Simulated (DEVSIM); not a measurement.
System: abrupt GaAs p-n junction, at 250 K.

Layer 1 from the left is GaAs, thickness (μm) 1.20, Na (cm⁻³) 4.7e17, τn (s) 1.1e-8, τp (s) 1.1e-8. Layer 2 from the left is GaAs, thickness (μm) 94.0, Nd (cm⁻³) 2.3e15, τn (s) 1.1e-8, τp (s) 1.1e-8.

Left contact: ohmic. Right contact: ohmic. Voltage is applied to the left contact. Recombination: SRH at mid-gap, radiative. Mobility is constant in doping.

This is a model device: material constants are rounded textbook-type values typed into the input, and sizes, dopings and lifetimes were drawn at random. Values at 300 K; Nc and Nv go as T^1.5, mobilities as T to minus their exponent, the gap by Varshni's rule with the affinity fixed.

GaAs: gap (eV) 1.424, affinity (eV) 4.07, permittivity 12.9, Nc (cm⁻³) 4.7e17, Nv (cm⁻³) 9e18, μn (cm²/Vs) 8500, μp (cm²/Vs) 400, T exponent of μn 2.1, T exponent of μp 2.2, B (cm³/s) 2e-10, Varshni α (eV/K) 0.000541, Varshni β (K) 204.

Simulated with DEVSIM: 1D drift-diffusion, Boltzmann statistics, complete ionisation; no tunnelling, impact ionisation, image-force lowering or self-heating.

Question: What does the simulation give for the dark forward voltage at 1 A/cm², the largest field in the device at zero bias, the potential step across the device at zero bias, the dark forward voltage at 100 A/cm²?

Answer: dark forward voltage at 1 A/cm² 1.107 V; largest field in the device at zero bias 40000 V/cm; potential step across the device at zero bias 1.280 V; dark forward voltage at 100 A/cm² 1.406 V.
